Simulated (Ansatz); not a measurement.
The reference is PbSe in the rock salt structure (space group Fm-3m, No. 225).

```
CELL_PARAMETERS angstrom
      0.00000     3.10889     3.10889
      3.10889     0.00000     3.10889
      3.10889     3.10889     0.00000
ATOMIC_POSITIONS crystal
  Pb 0.00000 0.00000 0.00000
  Se 0.50000 0.50000 0.50000
```

All numbers come from DFT with PBE, PAW potentials and a 420 eV plane-wave cutoff in Ansatz (a program for electronic structure), without spin-orbit coupling.

Before the change:

* **Electron mass**: 0.15 mₑ along k, 0.12 mₑ across (at L)

Modification: every lattice vector is shortened by 0.50 %, atoms relaxed at fixed cell.

What happens to the electron mass?

The electron mass changes from 0.15 mₑ along k, 0.12 mₑ across (at L) to 0.14 mₑ along k, 0.12 mₑ across (at L).

What does the calculation give for the energy relative to the base after the change?

The energy grows by 1.0 meV/atom.

With Pb present, leaving out spin-orbit coupling can change the band edges. The levels and masses belong to the bands next to the band gap. The cells carry an imposed strain or load. Masses are band curvatures over ±0.01 Å⁻¹ around the edge. Along k means along the line from Γ to the band edge. Stability against distortions was not tested.
